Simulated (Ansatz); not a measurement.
The starting structures come from a database of crystals and need not be the phases stable at ambient conditions.

 Where the default PAW files enter, the runs use the earlier of Ansatz's two default sets.

By LDA and PBEsol, the system below comes out a metal.

```
CELL_PARAMETERS angstrom
      4.93996     0.00000     0.00000
      0.00000     6.98616     0.00000
      0.00000     3.49308     3.49308
ATOMIC_POSITIONS crystal
  Ge 0.00000 0.00000 0.00000
  Ge 0.50000 0.50000 0.00000
  Mo 0.50000 0.75000 0.25000
  Mo 0.50000 0.25000 0.75000
  Mo 0.00000 0.50000 0.25000
  Mo 0.00000 0.50000 0.75000
  Mo 0.25000 0.00000 0.50000
  Mo 0.75000 0.00000 0.50000
```

Space group of this cell: Pm-3n, A15 (Cr3Si type). The cell is taken as given; by PBEsol its mean pressure is -4.8 GPa.

The current runs along the normal of the first two printed vectors, the (110) plane. All runs by Ansatz (a quantum-chemistry and plane-wave program), plane waves and PAW, without spin-orbit coupling; the base is PBEsol.

```csv
run,mean pressure (GPa),"G/A, both spins (10¹⁵ S/m²)"
base,-4.8,0.78
all lengths scaled by 0.98,11.5,0.81
all lengths scaled by 1.02,-17.1,0.76
lda in place of pbesol,-9.4,0.77
"lengths across the current scaled by 0.98, ions clamped",5.7,[?]
"lengths across the current scaled by 1.02, ions clamped",-13.3,0.76
"lengths along the current scaled by 0.97, ions clamped",3.0,[?]
"lengths along the current scaled by 1.03, ions clamped",-11.2,0.77
```

Problem. What belongs in the gaps?

Solution. 
- lengths across the current scaled by 0.98, ions clamped, G/A, both spins (10¹⁵ S/m²): 0.80
- lengths along the current scaled by 0.97, ions clamped, G/A, both spins (10¹⁵ S/m²): 0.79
